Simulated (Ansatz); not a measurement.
**NaCl: isotropic strain +2.50 %**

The parent structure is NaCl in the rock salt structure (space group Fm-3m, No. 225; a = 5.696 Å).

Modification: an isotropic linear strain of +2.50 %; the atoms relax in the strained cell.

All numbers come from PBE in Ansatz (plane waves to 420 eV, PAW, without spin-orbit coupling). Γ-centred 10×10×10 mesh, Fermi–Dirac width 0.05 eV.

The volume per atom increases by 1.78 Å³ to 24.87 Å³ and the space group remains Fm-3m (No. 225). The shortest interatomic distance goes up by 0.071 Å to 2.919 Å and the energy grows by 8.7 meV/atom. The band gap falls by 0.26 eV to 4.74 eV and the gap character remains direct at Γ. The mean gap deformation potential ΔEg/Δln V amounts to -3.5 eV and the electron mass changes from 0.40 mₑ (at Γ) to 0.41 mₑ (at Γ).

Final structure:

```
CELL_PARAMETERS angstrom
      0.00000     2.91896     2.91896
      2.91896     0.00000     2.91896
      2.91896     2.91896     0.00000
ATOMIC_POSITIONS crystal
  Na 0.00000 0.00000 0.00000
  Cl 0.50000 0.50000 0.50000
```

Effective masses come from finite differences of ±0.01 Å⁻¹. Stability against distortions was not tested.

Ansatz is a first-principles code.
